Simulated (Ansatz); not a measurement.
## What a tighter setting buys: kpoints.mp_grid.grid, LuAs (Pm-3m, 2 atoms in the cell)

```
LuAs
1.0
    3.46945     0.00000     0.00000
    0.00000     3.46945     0.00000
    0.00000     0.00000     3.46945
Lu As
1 1
Direct
  0.00000   0.00000   0.00000
  0.50000   0.50000   0.50000
```

Method: LDA (PW92), default PAW files made with PBE (plane waves; Ansatz, a program for electronic structure).

Base settings: kpoints.mp_grid.grid = 8 8 8; hamiltonian.xc = lda; hamiltonian.pseudopotentials = {kind: paw} (the program's default PAW files); scf.occupations.method = gaussian; scf.occupations.width = 0.0147 Ry.

Misses are taken against the tightest run, 23 23 23, which need not be fully converged itself. The energy is the free energy per atom.

The count of work is k-points × plane waves × bands × iterations; it is no time, and leaves out set-up, grids and terms that scale otherwise. 

The starting cell comes from a database of computed structures (which also holds hypothetical and non-ambient phases and stackings), without a prior relaxation at this level. Its lattice was rescaled by a random factor within 2.5 % of one. In the base run, with a pressure of about -4 GPa the cell is away from its equilibrium volume at this level. Ansatz's pressure includes its estimate of the finite-basis (Pulay) stress. The run gives no clean gap (levels at the Fermi energy touch, overlap or are partly filled at this smearing), which alone does not show that the compound is a metal.

The runs (kpoints.mp_grid.grid): 1 1 1 | 2 2 2 | 3 3 3 | 4 4 4 | 5 5 5 | 7 7 7 | 8 8 8 | 9 9 9 | 11 11 11 | 13 13 13 | 15 15 15 | 19 19 19 | 23 23 23.

Problem. Which is the coarsest setting among those run that, with all tighter ones, holds the energy within 20 meV/atom of the reference, and what does it save?

Solution. 5 5 5, off by 14 meV/atom; it needs 0.024 of the reference's count of work.

Problem. Which is the coarsest setting among those run that, with all tighter ones, holds the energy within 5 meV/atom of the reference, and what does it save?

Solution. 11 11 11, off by 2.0 meV/atom; it needs 0.13 of the reference's count of work.

Problem. What does the step from 9 9 9 to 13 13 13 buy?

Solution. It takes the miss in the energy from 8.3 to 0.34 meV/atom, for 2.4 times the count of work.

| kpoints.mp_grid.grid | energy less reference (meV/atom) | pressure less reference (GPa) | count of work / reference |
|---|---|---|---|
| 1 1 1 | 5963.49 | 20.13 | 0.0052 |
| 2 2 2 | 219.58 | -6.00 | 0.014 |
| 3 3 3 | 192.74 | -1.88 | 0.012 |
| 4 4 4 | 44.76 | -0.75 | 0.027 |
| 5 5 5 | 13.71 | -0.36 | 0.024 |
| 7 7 7 | 7.42 | 0.10 | 0.055 |
| 8 8 8 | 9.04 | 0.03 | 0.096 |
| 9 9 9 | 8.33 | -0.08 | 0.096 |
| 11 11 11 | 1.99 | -0.08 | 0.13 |
| 13 13 13 | 0.34 | -0.04 | 0.23 |
| 15 15 15 | 0.85 | 0.02 | 0.33 |
| 19 19 19 | 0.37 | -0.02 | 0.60 |
| 23 23 23 | 0.00 | 0.00 | 1.0 |

Keys are those of Ansatz 0.2.
